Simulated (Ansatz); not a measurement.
Ansatz (a first-principles code) run on Lu (Fd-3m, 2 atoms in the cell): self-consistent single point.

Level of theory: PBE (plane waves, PAW; Ansatz).

```xyz
2
Lattice="0.0000 3.3527 3.3527 3.3527 0.0000 3.3527 3.3527 3.3527 0.0000" Properties=species:S:1:pos:R:3 pbc="T T T"
Lu     5.0290     5.0290     5.0290
Lu     3.3527     3.3527     3.3527
```

Reference input (self-consistent single point, DFT, PBE, plane waves, default PAW files): basis.ecutwfc = 420 eV; kpoints.mp_grid.grid = 7 7 7; hamiltonian.xc = pbe; hamiltonian.pseudopotentials = {kind: paw} (the program's default PAW files); scf.occupations.method = cold; scf.occupations.width = 0.05 eV. This run's input differs from it in these lines:

Ansatz 0.2 input:
```diff
@@ -9,3 +9,3 @@
 basis:
-  ecutwfc: 420.0
+  ecutwfc: 295.0
 kpoints:
```

Output (repeated stretches shortened):

```
SCF iter   1: F=—  HF=-29460.458969 eV  |F-HF|=—  |Δ(HF+E_count)|=         —  Δρ=2.88e-3  dr2=9.50e-3  ethr=1.77e-3  ⟨swp⟩=5.0  Hψ=2079  notcnv=0
all-band conjugate gradients solve this SCF's bands
preconditioner: auto → LDOS
SCF iter   2: F=—  HF=-29460.468984 eV  |F-HF|=—  |Δ(HF+E_count)|=   1.00e-2  S|Δr|=    0.00e0  Δρ=4.49e-3  dr2=9.92e-3  ethr=1.90e-5  ⟨swp⟩=2.9  Hψ=1550  notcnv=0  defer=29
   [... lines left out ...]
SCF iter   5: F=—  HF=-29460.454602 eV  |F-HF|=—  |Δ(HF+E_count)|=   1.42e-4  S|Δr|=    0.00e0  Δρ=8.32e-5  dr2=7.10e-6  ethr=6.24e-7  ⟨swp⟩=2.2  Hψ=1096  notcnv=0  defer=6
SCF iter   6: F=—  HF=-29460.454590 eV  |F-HF|=—  |Δ(HF+E_count)|=   1.20e-5  S|Δr|=    0.00e0  Δρ=8.82e-6  dr2=7.48e-8  ethr=2.00e-10  ⟨swp⟩=8.4  Hψ=3668  notcnv=0
SCF iter   7: F=-29460.454590 eV  HF=-29460.454590 eV  |F-HF|=3.38e-10  |Δ(HF+E_count)|=   5.48e-9  S|Δr|=    0.00e0  Δρ=7.13e-7  dr2=2.95e-10  ethr=1.50e-10  ⟨swp⟩=3.0  Hψ=2455  notcnv=0
SCF 1 converged in 7 iterations: F = -29460.454590 eV  dr2 = 2.95e-10
Stability not checked (fill_not_monotonic)
Free energy (F): -29460.454590 eV
Internal energy: -29460.454029 eV  (E = F + TS)
E sigma→0 (E₀):  -29460.454403 eV
Entropy (-TS):   -0.000561 eV (-0.280 meV/atom)
Fermi energy:    9.676213 eV
--- Forces (eV/Å), atoms counted from 1 ---
  atom   1  Lu    -0.00000000    -0.00000000     0.00000000
  atom   2  Lu     0.00000000    -0.00000000    -0.00000000
--- Stress (GPa, compression-positive) ---
        4.259672       0.000000       0.000000
        0.000000       4.259672       0.000000
        0.000000       0.000000       4.259672
  P = ⅓ Tr σ = 4.2597 GPa (42.597 kbar)
  The stress holds the Pulay correction. Without it, at fixed plane waves, as pw.x and ABINIT print it: P = 1.4684 GPa
```

The run converged in 7 iterations. Against the reference run the free energy rises by 50.2 meV/atom and the pressure goes from 4.14 to 4.26 GPa.

The starting cell was generated: these elements placed on a structure prototype, without a prior relaxation; it need not be a known phase or ordering of this composition. Spin-orbit coupling is off. Ansatz's pressure includes its estimate of the finite-basis (Pulay) stress. Without the estimate this run gives 1.47 GPa. The cutoff lies below the one recommended for these files.
